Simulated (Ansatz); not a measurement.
We consider CsCl-type FeAl, described by r²SCAN in Ansatz (PAW).

Numerical settings: plane-wave cutoff 600 eV, 16×16×16 k mesh, Fermi–Dirac smearing 0.1 eV, finite displacements, force constants from a 4×4×4 q mesh, no spin polarisation, scalar-relativistic PAW data made under PBE.

Computed at the level's own relaxed cell.

Harmonic phonon frequencies (cm⁻¹; i marks an imaginary mode):

| q point | frequencies |
|---|---|
| Γ | 0 0 0 368 368 368 |
| R | 230 230 230 371 371 371 |

No imaginary mode appears at these points.

Ansatz is a first-principles code.
